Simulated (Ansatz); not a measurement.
Relaxation of the outer planes of the (111) surface of fcc Pd in its 1x1 cell, outermost plane spacing 2.28 Å in the ideal cut.

Calculation: PBE (plane waves to 420 eV, PAW; Ansatz, a program for electronic structure).

Slab: 12 atoms, 25.0 Å thick at the start; k 15x15x1, smearing 0.1 eV, dipole-corrected; all atoms relaxed; symmetry of the start imposed; no spin, no spin-orbit, no U.

```
plane  atoms  bulk spacing to the next (Å)  relaxed spacing (Å)  change (%)  rumpling (Å)
-----  -----  ----------------------------  -------------------  ----------  ------------
1         Pd                         2.277                2.280         0.1          0.00
2         Pd                         2.277                2.271        -0.3          0.00
```
